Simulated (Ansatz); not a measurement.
The reference is AlN in the zinc blende structure (space group F-43m, No. 216).

```
CELL_PARAMETERS angstrom
      0.00000     2.17113     2.17113
      2.17113     0.00000     2.17113
      2.17113     2.17113     0.00000
ATOMIC_POSITIONS crystal
  Al 0.00000 0.00000 0.00000
  N  0.25000 0.25000 0.25000
```

Cartesian axes are those of the cell as printed.

Calculations: LDA/PAW in Ansatz (a first-principles code), no spin-orbit coupling.

Before the change:

| Item | Value |
|---|---|
| Band gap | 3.25 eV |

It is then changed as follows: biaxial strain +2.00 %, plane normal [001], relaxed out of plane (Cartesian); in-plane vectors clamped, the third vector and the atoms free.

Predict the new band gap and energy relative to the base.

The band gap drops by 0.24 eV (3.25 eV → 3.01 eV); the energy grows by 6.7 meV/atom.

Whether these cells are dynamically stable was not tested. This is not the structure that AlN has at room temperature and ambient pressure.
